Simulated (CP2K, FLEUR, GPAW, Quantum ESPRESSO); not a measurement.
## Code comparison for Ce2NiGe3 (P-6m2, 6 atoms in the cell)

Self-consistent single point, at a second geometry (lattice scaled by 0.98). First geometry:

```
Ce2NiGe3
1.0
    4.24044     0.00000     0.00000
   -2.12022     3.67233     0.00000
    0.00000     0.00000     7.92569
Ce Ni Ge
2 1 3
Direct
  0.66667   0.33333   0.23545
  0.66667   0.33333   0.76455
  0.00000   0.00000   0.00000
  0.00000   0.00000   0.50000
  0.33333   0.66667   0.00000
  0.33333   0.66667   0.50000
```

Shared settings, as Quantum ESPRESSO writes them: occupations = smearing; smearing = gauss; degauss = 0.019992 Ry; K_POINTS = automatic 6 6 3 0 0 0. Potentials and cutoffs stand in the table.

```csv
code,model,ΔF from the first geometry (meV/atom),pressure (GPa),largest force (eV/Å),cutoff
GPAW,"LDA (Perdew-Wang 92), GPAW PAW datasets LDA (gpaw-data 1.0.1)",-19.8,0.24,0.009,800 eV
Quantum ESPRESSO,"LDA (PZ), SSSP 1.1.2 efficiency (PBE) pseudopotentials",-22.1,-0.20,0.012,50 Ry
FLEUR,"LDA (Vosko-Wilk-Nusair), all-electron FLAPW (FLEUR), scalar-relativistic valence",–,–,0.032,Kmax 3.8 1/bohr
CP2K,"LDA (Pade form), GPW, DZVP-MOLOPT-SR-GTH basis, GTH-PADE potentials (GTH_POTENTIALS)",-22.8,-0.37,0.071,grid 800 Ry
```

A dash marks a value that a program does not give, or that is left out as unsure.

On GPAW's run: spin-orbit coupling is off. Spin polarisation is off. The f electrons are in the valence without U or exact exchange, which can misplace them near the Fermi level. Spin-orbit terms, which matter for f shells, are left out.

The spread over the programs that give each value: ΔF from the first geometry within 3.0 meV/atom; pressure within 0.61 GPa; largest force within 0.062 eV/Å.

CP2K uses small atom-centred bases, whose incompleteness enters pressures, forces and empty levels differently from a plane-wave cutoff. FLEUR treats all electrons, but the usual bases taken here (sphere radii, linearisation, local orbitals, empty states) were not tested for convergence, so the values are no reference for the others.

The starting cell comes from a database of computed structures (which also holds hypothetical and non-ambient phases and stackings), without a prior relaxation at this level. For this run, on top of that: lattice scaled by 0.98.

Left out of this page: Ansatz (with a known weakness of the program); Elk (not drawn, or without a comparable value).
